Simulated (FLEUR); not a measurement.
Input and output of a self-consistent single point for La2Cu2SeSO2 (P4mm, 8 atoms in the cell) (FLEUR).

Level of theory: LDA (Perdew-Zunger), all-electron FLAPW (FLEUR), scalar-relativistic valence run with FLEUR.

```yaml
crystal:
  lattice:
    - [4.06144, 0.00000, 0.00000]
    - [0.00000, 4.06144, 0.00000]
    - [0.00000, 0.00000, 8.76816]
  atoms:
    - { symbol: La, position: [0.50000, 0.50000, 0.85885] }
    - { symbol: La, position: [0.00000, 0.00000, 0.14590] }
    - { symbol: Cu, position: [0.00000, 0.50000, 0.49163] }
    - { symbol: Cu, position: [0.50000, 0.00000, 0.49163] }
    - { symbol: Se, position: [0.00000, 0.00000, 0.66815] }
    - { symbol: S, position: [0.50000, 0.50000, 0.33867] }
    - { symbol: O, position: [0.00000, 0.50000, 0.00259] }
    - { symbol: O, position: [0.50000, 0.00000, 0.00259] }
```

Reference input (self-consistent single point, DFT, PBEsol, all-electron FLAPW (FLEUR), scalar-relativistic valence): Kmax = 4.2 1/bohr; GmaxXC = 14.7 1/bohr; xcFunctional = PBEs; jspins = 1; l_soc = F; mode = hist; fermiSmearingEnergy = 0.00073499 Htr; mesh (inpgen div1-3) = 5 5 3; inpgen gamma flag = false; Gmax = 14.7 1/bohr; numbands = 0; maxIterBroyd = 40. This run's input differs from it in these lines:

```diff
@@ -20,3 +20,3 @@
 &comp jspins=1 /
-&exco xctyp='PBEs' /
+&exco xctyp='pz' /
 &kpt div1=5 div2=5 div3=3 /
@@ -33,3 +33,3 @@
       <coreElectrons ctail="T" frcor="F" kcrel="0" coretail_lmax="0"/>
-      <xcFunctional name="PBEs" relativisticCorrections="F"/>
+      <xcFunctional name="pz" relativisticCorrections="F"/>
       <magnetism jspins="1"/>
```

Output, abridged:

```
 Iteration:     1   Distance:      28.65714887 me/bohr^3
 Iteration:     2   Distance:      13.31539578 me/bohr^3
 Iteration:     3   Distance:      10.15571306 me/bohr^3
 Iteration:     4   Distance:       5.92830555 me/bohr^3
 Iteration:     5   Distance:       6.12370991 me/bohr^3
   [... 14 lines left out ...]
 Iteration:    20   Distance:       0.00015109 me/bohr^3
 Iteration:    21   Distance:       0.00004033 me/bohr^3
 Iteration:    22   Distance:       0.00003439 me/bohr^3
 Iteration:    23   Distance:       0.00000497 me/bohr^3
 Reset of history
 Run finished successfully
 Stop message:
   Structural relaxation: new displacements generated

[file out, last iteration]
             iter=     24
[...]
          total density-effective poten   -3.8612784726E+04
          total charge density-energy d   -6.5101713850E+02
 Updated energy parameters for spin:           1
[...]
 fermi energy and band-weighting factors:

[...]
FERMIE:
          first approx. to ef    (T=0)  :   0.321318 htr   (energy of the highest occ. eigenvalue)
          number of occ. states  (T=0)  :        468
          first approx. to seigv (T=0)  : -12.838735 htr
          sum of weights of occ. states :  39.000000
          sum of semicore charge        :   0.000000 e
FERHIS:  Fermi-Energy by histogram:
          bandgap                     :   0.052824 htr
   [... lines left out ...]
          charge neutrality (T=0)     :   0.000000    (zero if the highest occ. eigenvalue is "entirely" occupied)
 Direct bandgap for spin            1 :    5.2823723986100357E-002  Htr
 ---->    free energy=                    -23262.6512197797 htr
   [... lines left out ...]
 TOTAL FORCE FOR ATOM TYPE=  4  X=  0.000   Y=  0.000   Z= -5.499
                       FX_TOT= 0.000000 FY_TOT= 0.000000 FZ_TOT=-0.008613
 TOTAL FORCE FOR ATOM TYPE=  5  X=  3.838   Y=  3.838   Z=  5.612
                       FX_TOT= 0.000000 FY_TOT= 0.000000 FZ_TOT= 0.009459
 TOTAL FORCE FOR ATOM TYPE=  6  X=  0.000   Y=  3.838   Z=  0.043
                       FX_TOT= 0.000000 FY_TOT= 0.000000 FZ_TOT= 0.001282
```

The run converged in 23 iterations. FLEUR gives forces in its relaxation mode, with a further iteration, so its stop message speaks of a relaxation. Against the reference run the largest force goes from 0.400 to 0.566 eV/Å and the gap on the mesh goes from 1.464 to 1.437 eV.

The starting cell comes from a database of computed structures (which also holds hypothetical and non-ambient phases and stackings), without a prior relaxation at this level. Its lattice was rescaled by a random factor within 2.5 % of one. Values depend on the basis (sphere radii, cutoffs, local orbitals), which need not be converged.

Cost on one core of a shared machine: roughly 6 min.
